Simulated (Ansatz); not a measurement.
Consider Nb in the bcc (W type) structure (space group Im-3m, No. 229; a = 3.2722 Å).

Calculations: Ansatz (a program for electronic structure), PBEsol, PAW, cutoff 420 eV, spin-orbit coupling left out.

One change was made to it. Results:

```tsv
quantity	base	after
density	8.81 g/cm³	9.04 g/cm³
shortest interatomic distance	2.834 Å	2.809 Å
```

Q: What was done to the base?
A) pressure −2 GPa
B) pressure 5 GPa
C) pressure 1.5 GPa
D) pressure 10 GPa

A: B, pressure 5 GPa. For comparison, the density in the other runs: pressure −2 GPa gives 8.71 g/cm³; pressure 1.5 GPa gives 8.88 g/cm³; pressure 10 GPa gives 9.25 g/cm³.

Load acts through the strain it causes; cell and atoms are relaxed under it. Stability against distortions was not tested. No other phases were tried under pressure. The base started in P-1 and relaxed to Im-3m at this level. The final runs are not spin-polarised.
